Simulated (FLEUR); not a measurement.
Worked example: self-consistent single point of Be (P6_3/mmc, 4 atoms in the cell) in FLEUR.

Method: PBE, all-electron FLAPW (FLEUR), scalar-relativistic valence.

The change in words: lattice scaled by 0.98. Reference geometry:
```xyz
4
Lattice="2.3215 0.0000 0.0000 -1.1608 2.0105 0.0000 0.0000 0.0000 7.4696" Properties=species:S:1:pos:R:3 pbc="T T T"
Be     0.0000     0.0000     0.0000
Be     0.0000     0.0000     3.7348
Be     0.0000     1.3403     1.8674
Be     1.1608     0.6702     5.6022
```

Reference input (self-consistent single point, DFT, PBE, all-electron FLAPW (FLEUR), scalar-relativistic valence): Kmax = 4 1/bohr; GmaxXC = 16 1/bohr; xcFunctional = pbe; jspins = 1; l_soc = F; mode = gauss; fermiSmearingEnergy = 0.00999582 Htr; mesh (inpgen div1-3) = 16 16 5; inpgen gamma flag = true; Gmax = 16 1/bohr; numbands = 0; maxIterBroyd = 99. This run's input differs from it in these lines:

```diff
@@ -3,5 +3,5 @@
 &input film=f /
-2.3215439538 0.0000000107 0.0000000000
--1.1607719862 2.0105160346 0.0000000000
-0.0000000000 0.0000000000 7.4695830000
+2.2751131995 0.0000002037 0.0000000000
+-1.1375567762 1.9703057254 0.0000000000
+0.0000000000 0.0000000000 7.3201910000
 1.8897261246
@@ -45,5 +45,5 @@
          <bravaisMatrix>
-            <row-1>    4.3870822589030354     0.0000000202200695     0.0000000000000000</row-1>
-            <row-2>   -2.1935411470259707     3.7993246745108178     0.0000000000000000</row-2>
-            <row-3>    0.0000000000000000     0.0000000000000000    14.1154661349680417</row-3>
+            <row-1>    4.2993408495174412     0.0000003849372116     0.0000000000000000</row-1>
+            <row-2>   -2.1496707582008954     3.7233382027373336     0.0000000000000000</row-2>
+            <row-3>    0.0000000000000000     0.0000000000000000    13.8331561697617982</row-3>
          </bravaisMatrix>
```

Output (repeated stretches shortened):

```
 Iteration:     1   Distance:       8.05123395 me/bohr^3
 Iteration:     2   Distance:       7.58766565 me/bohr^3
 Iteration:     3   Distance:       0.26550787 me/bohr^3
 Iteration:     4   Distance:       0.11488387 me/bohr^3
 Iteration:     5   Distance:       0.09227481 me/bohr^3
 Iteration:     6   Distance:       0.00692908 me/bohr^3
 Iteration:     7   Distance:       0.00352702 me/bohr^3
 Iteration:     8   Distance:       0.00021744 me/bohr^3
 Iteration:     9   Distance:       0.00001019 me/bohr^3
 Iteration:    10   Distance:       0.00000683 me/bohr^3
 Run finished successfully
 Stop message:
   Structural relaxation: Done

[file out, last iteration]
             iter=     11
[...]
          total density-effective poten   -8.5190810135E+01
          total charge density-energy d   -1.1641398123E+01
 Updated energy parameters for spin:           1
[...]
 fermi energy and band-weighting factors:

[...]
FERMIE:
          first approx. to ef    (T=0)  :   0.273097 htr   (energy of the highest occ. eigenvalue)
          number of occ. states  (T=0)  :        360
          first approx. to seigv (T=0)  :   0.704982 htr
          sum of weights of occ. states :   4.000000
          sum of semicore charge        :   0.000000 e
          fermi energy=   0.27262 har   work function=  -7.41839 ev
          number of valence electrons=   8.00000
     band-weighting factor for spin=    1
   [... lines left out ...]
          total moment                 =     0.00000
 Direct bandgap for spin            1 :    1.4313144341747908E-002  Htr
 ---->    free energy=                       -59.0746173846 htr
   [... lines left out ...]
      extrapolation for T->0
 ---->    total electron energy=             -59.0746173846 htr
 ***** TOTAL FORCES ON ATOMS *****
 TOTAL FORCE FOR ATOM TYPE=  1  X=  0.000   Y=  0.000   Z=  0.000
                       FX_TOT= 0.000000 FY_TOT= 0.000000 FZ_TOT= 0.000000
 TOTAL FORCE FOR ATOM TYPE=  2  X=  2.150   Y= -1.241   Z=  3.458
                       FX_TOT= 0.000000 FY_TOT= 0.000000 FZ_TOT= 0.000000
 Structural relaxation: Done
```

The run converged in 10 iterations. FLEUR gives forces in its relaxation mode, with a further iteration, so its stop message speaks of a relaxation. Against the reference run the total energy falls by 24.1 meV/atom.

The starting cell was generated: these elements placed on a structure prototype, without a prior relaxation; it need not be a known phase or ordering of this composition. Its lattice was rescaled by a random factor within 2.5 % of one. For this run, on top of that: lattice scaled by 0.98. Values depend on the basis (sphere radii, cutoffs, local orbitals), which need not be converged. The log's line on a gap gives a spacing of levels on this mesh, which the program prints for metals too.
